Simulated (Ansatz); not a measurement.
An Ansatz (an electronic-structure program) run: Pt; Ansatz, PBE, PAW, cutoff 420 eV, no SOC, earlier PAW set.

Input:

Ansatz 0.2 input:
```yaml
crystal:
  lattice:
    - [0, 1.9850440283, 1.9850440283]
    - [1.9850440283, 0, 1.9850440283]
    - [1.9850440283, 1.9850440283, 0]
  atoms:
    - { symbol: Pt, position: [0, 0, 0] }
basis: { ecutwfc: 420, ecutrho_ratio: 4, xc_grid: 2, fft_grid_basis: typed }
kpoints: { mp_grid: { grid: [20, 20, 20] } }
hamiltonian:
  xc: pbe
  dispersion: none
  pseudopotentials: { azcp: { folder: ./paw }, kind: paw }
scf: { occupations: { method: fermi_dirac, width: 0.05 }, convergence: { dr2_threshold: 0.0000000001 } }
output: { forces: true, stress: true }
checkpoint: { write: state.ck, write_every: 1000 }
```

Output (explanatory and most iteration lines left out):

```
Pseudopotential: Pt, paw, valence charge 18
Crystal: 1 atoms, lattice volume = 15.644 Å³
Basis set: ecut = 420 eV, 331 PW (Γ), exchange–correlation on 40×40×40 points (8 copies of the dense FFT grid, shifted against one another)
Bands: 13, of which v1, the nominal top of the filled ones, is band 9 counted from 1 (8 counted from 0)
Symmetry: 48 space group operations
Space group: Fm-3m (ITA 225), of the structure as read, at distance tolerance 2.5e-5 Å
k-points: 256 of 8000
Functional: x = pbe(κ = 0.804, μ = 0.2195149727645171), c = pbe(β = 0.06672455060314922)
SCF iter   1: F=—  HF=-12525.056457 eV  |F-HF|=—  |Δ(HF+E_count)|=         —  Δρ=8.47e-2  dr2=1.09e0  ethr=3.10e-3  ⟨swp⟩=5.0  Hψ=17135  notcnv=0
SCF iter   2: F=—  HF=-12524.772577 eV  |F-HF|=—  |Δ(HF+E_count)|=   2.84e-1  Δρ=3.91e-2  dr2=2.17e-1  ethr=3.10e-3  ⟨swp⟩=2.0  Hψ=6313  notcnv=0
SCF 1 converged in 8 iterations: F = -12524.716141 eV  dr2 = 1.57e-11
SCF converged after 8 iterations
Free energy (F): -12524.716141 eV
Internal energy: -12524.701068 eV  (E = F + TS)
E sigma→0 (E₀):  -12524.708605 eV
Entropy (-TS):   -0.015072 eV (-15.072 meV/atom)
Fermi energy:    22.288406 eV
--- Forces (eV/Å), atoms counted from 1 ---
  atom   1  Pt    -0.00000000     0.00000000     0.00000000
--- Stress (GPa, compression-positive) ---
       -0.000310       0.000000       0.000000
       -0.000000      -0.000310       0.000000
        0.000000      -0.000000      -0.000310
  P = ⅓ Tr σ = -0.0003 GPa (-0.003 kbar)
```

Stability against distortions was not tested. The final runs are not spin-polarised. The cell is Pt in the fcc (Cu type) structure (space group Fm-3m, No. 225).
